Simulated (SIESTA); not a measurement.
# Input and output of a self-consistent single point for RbRuF6 (R-3m, 8 atoms in the cell) (SIESTA)

Level of theory: LDA PW92, numerical atomic orbitals DZP, PseudoDojo LDA standard norm-conserving potentials (rewritten from UPF to PSML) in SIESTA.

Input:

```
# files in the folder: Rb.psml Ru.psml F.psml (PseudoDojo LDA standard)
SystemName  RbRuF6
SystemLabel RbRuF6

NumberOfAtoms                8
NumberOfSpecies              3
%block ChemicalSpeciesLabel
  1 37 Rb
  2 44 Ru
  3 9 F
%endblock ChemicalSpeciesLabel
LatticeConstant              1.0 Ang
%block LatticeVectors
     3.788296000    2.187174000    2.481838000
    -3.788296000    2.187174000    2.481838000
     0.000000000   -4.374348000    2.481838000
%endblock LatticeVectors
AtomicCoordinatesFormat      Ang
%block AtomicCoordinatesAndAtomicSpecies
     0.000000000    0.000000000    3.722757000  1
     0.000000000    0.000000000    0.000000000  2
    -0.000000000   -2.882148539    3.570496239  3
     0.000000000    2.882148539    3.875017761  3
     2.496013527    1.441074269    3.570496239  3
    -2.496013527   -1.441074269    3.875017761  3
    -2.496013527    1.441074269    3.570496239  3
     2.496013527   -1.441074269    3.875017761  3
%endblock AtomicCoordinatesAndAtomicSpecies

XC.functional                LDA
XC.authors                   PW92
PAO.BasisSize                DZP
PAO.EnergyShift              0.01 Ry
MeshCutoff                   350 Ry
%block kgrid.MonkhorstPack
    3   0   0  0.0
    0   3   0  0.0
    0   0   3  0.0
%endblock kgrid.MonkhorstPack
OccupationFunction           FD
ElectronicTemperature        50.0 meV
Spin                         polarized
%block DM.InitSpin
  1 +0.00
  2 +2.00
  3 +0.00
  4 +0.00
  5 +0.00
  6 +0.00
  7 +0.00
  8 +0.00
%endblock DM.InitSpin

MaxSCFIterations             150
SCF.Mixer.Method             Pulay
SCF.Mixer.Weight             0.1
SCF.Mixer.History            6
SCF.DM.Tolerance             1.0E-05
Diag.ParallelOverK           true
WriteForces                  true
Charge.Mulliken              end
```

Output (repeated stretches shortened):

```
reinit: Reading from file input.fdf

reinit: System Name: RbRuF6
reinit: System Label: RbRuF6

NOTE on units for spin output:
{S} is the spin magnetic moment, in units of the Bohr magneton,
assuming a g-factor for the electron spin of exactly 2.
The spin magnetic moment is then numerically equal to the charge inbalance,
in units of electrons, between the spin-up and -down channels.

coor:   Atomic-coordinates input format  =     Cartesian coordinates
coor:                                          (in Angstroms)

siesta: Atomic coordinates (Bohr) and species
siesta:      0.00000   0.00000   7.03499  1        1
siesta:      0.00000   0.00000   0.00000  2        2
siesta:     -0.00000  -5.44647   6.74726  3        3
siesta:      0.00000   5.44647   7.32272  3        4
siesta:      4.71678   2.72324   6.74726  3        5
siesta:     -4.71678  -2.72324   7.32272  3        6
siesta:     -4.71678   2.72324   6.74726  3        7
siesta:      4.71678  -2.72324   7.32272  3        8

siesta: System type = bulk

initatomlists: Number of atoms, orbitals, and projectors:      8   106   114

siesta: ******************** Simulation parameters ****************************
redata: Spin configuration                          = collinear
redata: Time-Reversal Symmetry                      = T
redata: Number of Atomic Species                    =        3
redata: Mesh Cutoff                                 =   350.0000 Ry
redata: Net charge of the system                    =     0.0000 |e|
redata: Min. number of SCF Iter                     =        0
redata: Max. number of SCF Iter                     =      150
redata: SCF convergence failure will abort job
redata: SCF mix quantity                            = Hamiltonian
redata: Mix DM or H after convergence               =   F
redata: Recompute H after scf cycle                 =   F
redata: Mix DM in first SCF step                    =   T
redata: No kicks to SCF
   [... lines left out ...]
diag: Used triangular part                          = Lower
diag: Absolute tolerance                            =  0.100E-15
diag: Orthogonalization factor                      =  0.100E-05
diag: Memory factor                                 =  1.0000

superc: Internal auxiliary supercell:     5 x     5 x     5  =     125
superc: Number of atoms, orbitals, and projectors:   1000  13250  14250

                        Single-point calculation

superc: Internal auxiliary supercell:     5 x     5 x     5  =     125
superc: Number of atoms, orbitals, and projectors:   1000  13250  14250

outcell: Unit cell vectors (Ang):
        3.788296    2.187174    2.481838
       -3.788296    2.187174    2.481838
        0.000000   -4.374348    2.481838

outcell: Cell vector modules (Ang)   :    5.029357    5.029357    5.029358
outcell: Cell angles (23,13,12) (deg):     97.7431     97.7431     97.7430
outcell: Cell volume (Ang**3)        :    123.3820
new_DM -- step:     1
Initializing Density Matrix...

Attempting to read DM from file... Failed...
DM filled with atomic data (user-defined):

InitMesh: MESH = 60 x 60 x 60 = 216000
InitMesh: Mesh cutoff (required, used) =   350.000   410.577 Ry

stepf: Fermi-Dirac step function
        iscf     Eharris(eV)        E_KS(eV)     FreeEng(eV)     dDmax    Ef(eV) dHmax(eV)
   scf:    1    -7413.809530    -7472.070292    -7472.074409  0.545296 -1.405122 32.432127
     spin moment: {S} , |S| = {        0.0        0.0    2.99716 }     2.99716
   scf:    2    -7495.793855    -7484.646620    -7484.647095  0.286304 -3.184906 23.537538
     spin moment: {S} , |S| = {        0.0        0.0    2.99900 }     2.99900
   scf:    3    -7480.084289    -7494.922287    -7494.926602  0.492690 -7.122531  9.515302
     spin moment: {S} , |S| = {        0.0        0.0    2.98592 }     2.98592
   scf:    4    -7440.825047    -7482.037709    -7482.037937  0.495165 -3.066950 24.787982
     spin moment: {S} , |S| = {        0.0        0.0    2.99956 }     2.99956
   scf:    5    -7496.694442    -7498.317996    -7498.318439  0.479290 -7.011606  4.017294
     spin moment: {S} , |S| = {        0.0        0.0    2.99901 }     2.99901
   scf:    6    -7499.019054    -7498.850473    -7498.850571  0.018719 -6.771814  0.611317
   [... lines left out ...]
   scf:   10    -7498.859690    -7498.859654    -7498.859715  0.000176 -6.652962  0.024490
     spin moment: {S} , |S| = {        0.0        0.0    2.99989 }     2.99989
   scf:   11    -7498.859688    -7498.859676    -7498.859736  0.000314 -6.651102  0.002399
     spin moment: {S} , |S| = {        0.0        0.0    2.99989 }     2.99989
   scf:   12    -7498.859676    -7498.859676    -7498.859736  0.000021 -6.650880  0.000682
     spin moment: {S} , |S| = {        0.0        0.0    2.99989 }     2.99989
   scf:   13    -7498.859676    -7498.859676    -7498.859736  0.000019 -6.650916  0.000504
     spin moment: {S} , |S| = {        0.0        0.0    2.99989 }     2.99989
   scf:   14    -7498.859676    -7498.859676    -7498.859736  0.000028 -6.650905  0.000267
     spin moment: {S} , |S| = {        0.0        0.0    2.99989 }     2.99989
   scf:   15    -7498.859676    -7498.859676    -7498.859736  0.000003 -6.650932  0.000141
     spin moment: {S} , |S| = {        0.0        0.0    2.99989 }     2.99989
SCF Convergence by DM+H criterion
max |DM_out - DM_in|         :     0.0000028918
max |H_out - H_in|      (eV) :     0.0001412292
SCF cycle converged after 15 iterations

Using DM_out to compute the final energy and forces

siesta: E_KS(eV) =            -7498.8597

siesta: E_KS - E_eggbox =     -7498.8597

siesta: Atomic forces (eV/Ang):
     1    0.000000    0.000000   -0.000000
     2   -0.000000    0.000000   -0.000000
     3   -0.000000    0.641066    0.469684
     4    0.000000   -0.641066   -0.469684
     5   -0.555182   -0.320534    0.469685
     6    0.555182    0.320534   -0.469685
     7    0.555182   -0.320534    0.469685
     8   -0.555182    0.320534   -0.469685
   Tot   -0.000000    0.000000    0.000000
   Max    0.641066
   Res    0.397358    sqrt( Sum f_i^2 / 3N )
   Max    0.641066    constrained

Stress tensor Voigt[x,y,z,yz,xz,xy] (kbar):        3.76        3.76       -5.72        0.00       -0.00        0.00
(Free)E + p*V (eV/cell)    -7498.9057
Target enthalpy (eV/cell)    -7498.8597

siesta: Program's energy decomposition (eV):
siesta: Ebs     =     -1389.567317
siesta: Eions   =     11492.967116
siesta: Ena     =      2008.683009
siesta: Ekin    =      3721.521659
siesta: Enl     =      -270.054358
siesta: Eso     =         0.000000
siesta: Edftu   =         0.000000
siesta: DEna    =        60.823838
siesta: DUscf   =         4.421398
siesta: DUext   =         0.000000
siesta: Ex      =     -1389.464046
siesta: Ec      =      -141.824061
siesta: Exc     =     -1531.288106
siesta: Eharris =     -7498.859676
siesta: Etot    =     -7498.859676
siesta: FreeEng =     -7498.859736

siesta: Atomic forces (eV/Ang):
siesta:      1    0.000000    0.000000   -0.000000
siesta:      2   -0.000000    0.000000   -0.000000
siesta:      3   -0.000000    0.641066    0.469684
siesta:      4    0.000000   -0.641066   -0.469684
siesta:      5   -0.555182   -0.320534    0.469685
siesta:      6    0.555182    0.320534   -0.469685
siesta:      7    0.555182   -0.320534    0.469685
siesta:      8   -0.555182    0.320534   -0.469685
siesta: ----------------------------------------
   [... lines left out ...]
siesta: Cell volume =        123.382033 Ang**3
siesta:          -0.59749506         49.24519896  kBar
   [... lines left out ...]
   1  4.313   0.999   0.114  -0.007   1.001   1.000   1.001   0.075   0.054
              0.075

Species: Ru
Atom  Qatom  Qorb
               4s      5s      5s      4py     4pz     4px     5py     5pz
               5px     4dxy    4dyz    4dz2    4dxz    4dx2-y2 4dxy    4dyz
               4dz2    4dxz    4dx2-y2
   2  6.435   0.982   0.131   0.075   0.995   0.992   0.995   0.123   0.128
              0.123   0.296   0.280   0.345   0.280   0.296   0.076   0.110

              0.021   0.110   0.076

Species: F
Atom  Qatom  Qorb
               2s      2s      2py     2pz     2px     2py     2pz     2px
               3Pdxy   3Pdyz   3Pdz2   3Pdxz   3Pdx2-y2
   3  3.542   0.913   0.021   0.904   0.914   0.933  -0.049  -0.048  -0.055
              0.002   0.002   0.002   0.001   0.002
   4  3.542   0.913   0.021   0.904   0.914   0.933  -0.049  -0.048  -0.055
   [... 9 lines left out ...]

mulliken: Qtot =       32.000

Mulliken Atomic Populations:
Atom #   charge [q] valence [e]      Sz [e]  Species
     1     0.358505    8.641495    0.015870  Rb
     2     1.113626   14.886374    2.016379  Ru
     3    -0.245355    7.245355    0.161274  F
     4    -0.245355    7.245355    0.161274  F
     5    -0.245355    7.245355    0.161274  F
     6    -0.245355    7.245355    0.161274  F
     7    -0.245355    7.245355    0.161274  F
     8    -0.245355    7.245355    0.161274  F
 Total     0.000000                2.999892
```

The run converged in 15 iterations.

The starting cell comes from a database of computed structures (which also holds hypothetical and non-ambient phases and stackings), without a prior relaxation at this level. Its lattice was rescaled by a random factor within 2.5 % of one. With one magnetic atom in the cell only a parallel order is possible. Values carry the incompleteness of an atom-centred basis.

Cost on one core of a shared machine: roughly 40 s.
